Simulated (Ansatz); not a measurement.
Consider MgO in the rock salt structure (space group Fm-3m, No. 225; a = 4.1592 Å).

Method: Ansatz (an electronic-structure program), LDA, PAW, cutoff 420 eV, no spin-orbit coupling.

Strains are applied to the cell and any free atomic positions relax.

One change was made to it. Results:

```tsv
quantity	base	after
energy relative to the base (free energy F)	0 meV/atom	+4.5 meV/atom
electron mass	0.36 mₑ (at Γ)	0.37 mₑ (at Γ)
band gap	5.03 eV	5.35 eV
pressure	-0.01 GPa	5.52 GPa
```

Task: Which change produced these results?
A) isotropic strain −0.50 %
B) isotropic strain −1.00 %
C) isotropic strain −2.50 %

Result: B, isotropic strain −1.00 %. For comparison, the band gap in the other runs: isotropic strain −2.50 % gives 5.85 eV; isotropic strain −0.50 % gives 5.19 eV.

Masses are band curvatures over ±0.01 Å⁻¹ around the edge. No phonon test of stability was made.
